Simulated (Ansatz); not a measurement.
Where the default PAW files enter, the runs use the earlier of Ansatz's two default sets.

Crystal: BaNiF6 (R-3m, not sure to be the ambient phase, 8 atoms a cell, 13.5 Å³ an atom); planes in its conventional cell.

All values below come from r2SCAN (plane waves, PAW; Ansatz, an electronic-structure program).

The gap is the functional's own, uncorrected, and κ follows it; spin-orbit coupling is left out. Mid-gap values are interpolated between the computed energies.

```tsv
plane	area of the cell (Å²)	mid-gap κ (1/Å)	largest κ in the gap (1/Å)
(101)	23.0	0.50	0.52
(110)	29.5	…	…
```

The slowest decay depends on the direction. Supply the withheld values.


- (110), mid-gap κ (1/Å): 0.45
- (110), largest κ in the gap (1/Å): 0.46
